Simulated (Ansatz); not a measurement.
Functionals compared on the (111) surface of fcc Al in its 1x1 cell, outermost plane spacing 2.33 Å in the ideal cut, in Ansatz (plane waves, PAW). The structure was relaxed with PBE; the other rows are single points on it, each with its references at the same level. Cutoff 420 eV (500 eV for r2SCAN).

Model: 6-atom slab, 11.7 Å thick at the start, 15x15x1 mesh, Fermi-Dirac 0.1 eV, dipole correction, all atoms relaxed; start symmetry kept, larger cells not searched; no spin, no spin-orbit, no U. These notes are the PBE run's.

| functional | surface energy (J/m²) | work function of the top face (eV) | rough cost of the single point |
|---|---|---|---|
| PBE | 0.82 | 4.03 | – |
| LDA | 0.99 | 4.19 | roughly 5 core-seconds |
| PBEsol | 0.97 | 4.08 | around 4 core-seconds (rough) |
| RPBE | … | … | roughly 4 core-seconds |
| r2SCAN | 0.94 | 4.08 | roughly 10 core-seconds |

Problem. Complete the blanks.

Solution. 
- RPBE, surface energy (J/m²): 0.73
- RPBE, work function of the top face (eV): 3.95

Ansatz is a program for electronic structure.
